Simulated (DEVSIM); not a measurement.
System: Pt/SiO2/p-Si capacitor, at 400 K.

```tsv
layer (left to right)	material	thickness (nm)	Na (cm⁻³)
1	SiO2	13.0	-
2	Si	750	5.9e17
```

Metal gate on the left, work function 5.6 eV. Fixed charge at the semiconductor interface 1.3e10 cm⁻² (in units of +e); no interface traps.

This is a model device: material constants are rounded textbook-type values typed into the input, and sizes, dopings and lifetimes were drawn at random. Values at 300 K; Nc and Nv go as T^1.5, mobilities as T to minus their exponent, the gap by Varshni's rule with the affinity fixed.

```
parameter         SiO2        Si
----------------  ----  --------
gap (eV)             9     1.124
affinity (eV)      0.9      4.05
permittivity       3.9      11.7
Nc (cm⁻³)            -   2.86e19
Nv (cm⁻³)            -    3.1e19
Varshni α (eV/K)     -  0.000473
Varshni β (K)        -       636
```

Simulated with DEVSIM: 1D Poisson equation in equilibrium, Boltzmann statistics, complete ionisation; no quantum confinement or tunnelling. Metal contacts follow the ideal Schottky-Mott rule: no Fermi-level pinning, no interface dipoles.

The SiO2 thickness was swept, all else fixed.

```json
[
 {"SiO2 thickness (μm)": "0.0052", "minimum of the low-frequency capacitance (μF/cm²)": "0.199", "capacitance of the dielectric stack (μF/cm²)": "0.664"},
 {"SiO2 thickness (μm)": "0.0072", "minimum of the low-frequency capacitance (μF/cm²)": "0.179", "capacitance of the dielectric stack (μF/cm²)": "0.480"},
 {"SiO2 thickness (μm)": "0.0091", "minimum of the low-frequency capacitance (μF/cm²)": "[?]", "capacitance of the dielectric stack (μF/cm²)": "0.379"},
 {"SiO2 thickness (μm)": "0.011", "minimum of the low-frequency capacitance (μF/cm²)": "0.149", "capacitance of the dielectric stack (μF/cm²)": "0.314"},
 {"SiO2 thickness (μm)": "0.013", "minimum of the low-frequency capacitance (μF/cm²)": "0.137", "capacitance of the dielectric stack (μF/cm²)": "0.266"},
 {"SiO2 thickness (μm)": "0.016", "minimum of the low-frequency capacitance (μF/cm²)": "0.124", "capacitance of the dielectric stack (μF/cm²)": "0.216"}
]
```

**Question.** What belongs in the gaps?

**Answer.** 
- 0.0091, minimum of the low-frequency capacitance (μF/cm²): 0.163
